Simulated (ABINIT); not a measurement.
Worked example: self-consistent single point of Ba2Hg (P1, 3 atoms in the cell) in ABINIT.

Level of theory: PBEsol, PAW (JTH v2.0 PBE PAW, files made for PBE) (plane waves; ABINIT).

The change in words: lattice scaled by 0.98. Reference geometry:
```yaml
crystal:
  lattice:
    - [-2.11409, 2.11409, 7.68045]
    - [2.11409, -2.11409, 7.68045]
    - [2.11409, 2.11409, -7.68045]
  atoms:
    - { symbol: Ba, position: [0.36620, 0.37235, 0.99927] }
    - { symbol: Ba, position: [0.62732, 0.63338, 0.99977] }
    - { symbol: Hg, position: [0.00648, 0.99426, 0.00096] }
```

Reference input (self-consistent single point, DFT, PBEsol, plane waves, PAW (JTH v2.0 PBE PAW, files made for PBE)): pseudos = [Ba.GGA_PBE-JTH.xml, Hg.GGA_PBE-JTH.xml]; ecut = 21 Ha; pawecutdg = 42 Ha; pawxcdev = 0; ixc = -116133; occopt = 3; tsmear = 0.00367493 Ha; ngkpt = 4 4 6; nshiftk = 1; shiftk = 0 0 0; potentials = JTH v2.0 PBE PAW; nband = 22. This run's input differs from it in these lines:

```diff
@@ -5,5 +5,5 @@
 rprim
-        -2.1140900000    2.1140900000    7.6804500000
-         2.1140900000   -2.1140900000    7.6804500000
-         2.1140900000    2.1140900000   -7.6804500000
+        -2.0718080000    2.0718080000    7.5268410000
+         2.0718080000   -2.0718080000    7.5268410000
+         2.0718080000    2.0718080000   -7.5268410000
 natom 3
@@ -13,5 +13,5 @@
 xcart
-         2.1255610523    2.0995281481   -2.0024162022
-         2.1264088024    2.1007860316    2.0041135817
-         2.0902980311   -2.0862220656    7.6787449401
+         2.0830496302    2.0575373865   -1.9623678782
+         2.0838804252    2.0587701123    1.9640313100
+         2.0484918728   -2.0444974269    7.5251700413
       Angstrom
```

Output, abridged:

```
--- !BeginCycle
solver: {iscf: 17, nstep: 100, nline: 4, wfoptalg: 10, }
tolerances: {tolvrs: 1.00E-11, }
...

     iter   Etot(hartree)      deltaE(h)  residm     nres2
 ETOT  1  -93.852147889451    -9.385E+01 3.867E-02 3.434E+01
 ETOT  2  -94.036041173748    -1.839E-01 1.270E-02 3.047E+01
 ETOT  3  -93.985705406932     5.034E-02 2.053E-03 5.447E+00
 ETOT  4  -93.980509424499     5.196E-03 9.866E-04 6.731E-01
 ETOT  5  -93.979853715780     6.557E-04 5.984E-04 9.615E-02
   [... 10 lines left out ...]
 ETOT 16  -93.979955983984     3.126E-12 1.151E-04 2.183E-10
 ETOT 17  -93.979955983985    -1.194E-12 1.369E-04 5.344E-11
 ETOT 18  -93.979955983985    -1.421E-13 1.712E-04 2.717E-11
 ETOT 19  -93.979955983984     1.222E-12 1.638E-04 1.932E-12
 At SCF step   19       nres2   =  1.93E-12 < tolvrs=  1.00E-11 =>converged.

 Cartesian components of stress tensor (hartree/bohr^3)
  sigma(1 1)=  8.20501207E-07  sigma(3 2)= -1.52741512E-06
  sigma(2 2)=  8.65202876E-07  sigma(3 1)= -1.60562916E-06
  sigma(3 3)=  1.15761600E-05  sigma(2 1)=  1.34823751E-06

 ----iterations are completed or convergence reached----

 reduced coordinates (array xred) for    3 atoms
       0.366197999998      0.372354999995      0.999268999999
       0.627322000009      0.633381999995      0.999767000007
       0.006480000011      0.994262000008      0.000964000018
 cartesian forces (eV/Angstrom) at end:
    1     -0.04189392041594     0.03451713062946     0.07167959638867
    2     -0.02780565661945     0.04675841742174    -0.07662967762242
   [... lines left out ...]
 Fermi (or HOMO) energy (hartree) =   0.10805   Average Vxc (hartree)=  -0.32128
 Fermi (or HOMO) energy (eV) =   2.94017   Average Vxc (eV)=  -8.74240
   [... lines left out ...]
'-kT*entropy'       : -3.16297879356489E-03
total_energy        : -9.39799552303579E+01
total_energy_eV     : -2.55732463691888E+03
...

-Cartesian components of stress tensor (GPa)         [Pressure= -1.3006E-01 GPa]
- sigma(1 1)=  2.41399749E-02  sigma(3 2)= -4.49380969E-02
- sigma(2 2)=  2.54551432E-02  sigma(3 1)= -4.72392329E-02
- sigma(3 3)=  3.40582327E-01  sigma(2 1)=  3.96665104E-02

 Calculation completed.
```

The run converged in 19 iterations. Against the reference run the free energy drops by 11.0 meV/atom, the pressure goes from -1.18 to -0.13 GPa and the largest force goes from 0.172 to 0.107 eV/Å.

The starting cell comes from a database of computed structures (which also holds hypothetical and non-ambient phases and stackings), without a prior relaxation at this level. Its atoms were displaced at random from the sites of space group no. 139. For this run, on top of that: lattice scaled by 0.98. The potentials were made for another functional than the one used.

Cost on one core of a shared machine: roughly 6 min.
